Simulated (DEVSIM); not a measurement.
Al0.25Ga0.75As/GaAs p-n heterojunction

Device: Al0.25Ga0.75As/GaAs p-n heterojunction, at 300 K.

| layer (left to right) | material | thickness (μm) | Nd (cm⁻³) | Na (cm⁻³) | τn (s) | τp (s) |
|---|---|---|---|---|---|---|
| 1 | Al0.25Ga0.75As | 1.30 | - | 7.6e17 | 1.4e-8 | 1.4e-8 |
| 2 | GaAs | 0.210 | 2.1e17 | - | 1.4e-8 | 1.4e-9 |

Left contact: ohmic. Right contact: ohmic. Voltage is applied to the left contact. Recombination: SRH at mid-gap, radiative. Mobility is μmin + (μ − μmin)/(1 + (N/Nref)^α).

The device is made up for the run: typed textbook-type constants, with dimensions and the other settings drawn at random. Values at 300 K.

```csv
parameter,Al0.25Ga0.75As,GaAs
gap (eV),1.7357,1.424
affinity (eV),3.8725,4.07
permittivity,12.19,12.9
Nc (cm⁻³),6.5e17,4.7e17
Nv (cm⁻³),9e18,9e18
μn (cm²/Vs),4375,8500
μp (cm²/Vs),221,400
"μn,min",500,500
"μp,min",20,20
"Nref,n",6e16,6e16
"Nref,p",1.5e17,1.5e17
αn,0.39,0.39
αp,0.38,0.38
B (cm³/s),2e-10,2e-10
```

Model (solved in DEVSIM): 1D drift-diffusion, Boltzmann statistics, complete ionisation; no tunnelling, impact ionisation, image-force lowering or self-heating. Band offsets follow the typed affinities; no thermionic-emission limit at abrupt steps, no polarisation charge.

```
Quantity                                            Result
---------------------------------------------  -----------
Potential step across the device at zero bias      1.453 V
Largest field in the device at zero bias       270000 V/cm
Dark forward voltage at 1 A/cm²                    1.066 V
Dark forward voltage at 100 A/cm²                  1.189 V
```

Dark reverse current:

```csv
V (V),J (A/cm²)
-0.04,-1.0e-11
-0.10,-1.9e-11
-0.20,-3.1e-11
-0.30,-4.1e-11
-0.40,-5.1e-11
-0.60,-6.9e-11
-0.80,-8.6e-11
-1.00,-1.0e-10
-1.30,-1.2e-10
-1.60,-1.4e-10
```

Dark forward current:

(V (V), J (A/cm²)): (0.05, 2.9e-11); (0.15, 3.2e-10); (0.25, 2.5e-9); (0.35, 1.8e-8); (0.45, 1.4e-7); (0.55, 1.0e-6); (0.65, 7.7e-6); (0.70, 2.2e-5); (0.80, 0.00020); (0.90, 0.0030); (1.00, 0.088); (1.10, 3.6); (1.20, 150); (1.30, 2200)
